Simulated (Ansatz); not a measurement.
## How the equilibrium lattice constant a of HfGe (model structure, started from the NbAs type, I4₁md, No. 109, 4 atoms in the cell) moves with the method

No measured value is used here.

| level (code) | value (Å) |
|---|---|
| PBE (Ansatz) | 3.480 |
| PBEsol (Ansatz) | ? |
| PBE-D3(BJ) (Ansatz) | 3.443 |

Complete the blanks.


- PBEsol (Ansatz, a program for electronic structure), value (Å): 3.432

Density-functional levels without +SOC have no spin–orbit coupling. Ansatz's density-functional and Hartree–Fock values are scalar-relativistic unless marked +SOC, with PAW data made under PBE.

A model structure was made by putting elements into a prototype or built by hand; it is no filed structure, need not be a known phase, and can be a saddle point held by its symmetry.
